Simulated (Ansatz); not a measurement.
Base system: TiC in the rock salt structure (space group Fm-3m, No. 225; a = 4.293 Å; relaxed with 0.1 eV smearing).

All numbers come from PBEsol (Ansatz, an electronic-structure program; PAW; 420 eV plane waves; without spin-orbit coupling).

For the base:

The pressure is 0.0 GPa.

The change: every lattice vector is stretched by 1.00 %; the atoms relax in the strained cell.

Q: What happens to the pressure and energy relative to the base?

A: The pressure goes from zero to -7.5 GPa; the energy rises by 7.2 meV/atom.

Stability against distortions was not tested. All final runs are without spin polarisation.
